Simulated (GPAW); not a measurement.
Band structure of HgSe (F-43m, 2 atoms in the cell).

```
HgSe
1.0
    0.00000     2.99106     2.99106
    2.99106     0.00000     2.99106
    2.99106     2.99106     0.00000
Hg Se
1 1
Direct
  0.00000   0.00000   0.00000
  0.25000   0.25000   0.25000
```

Method: PBE, GPAW PAW datasets PBE (gpaw-data 1.0.1) (plane waves; GPAW).

Settings: mode = pw; ecut = 600 eV; xc = PBE; kpts = 8 8 8; mesh shift (steps) = 0 0 0; occupations.name = fermi-dirac; occupations.width = 0.02 eV; nbands = -6; symmetry.symmorphic = false; symmetry.tolerance = 0.0005; maxiter = 120; bandpath_npoints = 40.

The starting cell has typed, rounded lattice constants, without a prior relaxation at this level. Its lattice was rescaled by a random factor within 2.5 % of one. Spin-orbit coupling is off. The run gives no clean gap (levels at the Fermi energy touch, overlap or are partly filled at this smearing), which alone does not show that the compound is a metal.

Levels in eV from the Fermi level, bands 9 to 16:
```csv
point,9,10,11,12,13,14,15,16
Γ,-6.79,-0.77,-0.01,-0.01,-0.01,5.43,5.43,5.43
X,-6.36,-5.31,-2.54,-2.54,2.87,2.90,8.59,10.10
W,-6.07,-5.54,-3.04,-2.65,3.87,5.08,6.13,7.41
K,-6.17,-5.50,-3.17,-2.08,3.02,4.51,7.99,8.29
L,-6.41,-5.84,-1.09,-1.09,1.20,6.23,6.23,7.09
U,-6.17,-5.50,-3.17,-2.08,3.02,4.51,7.99,8.29
```

No band crosses the Fermi level by more than 0.03 eV along this path.
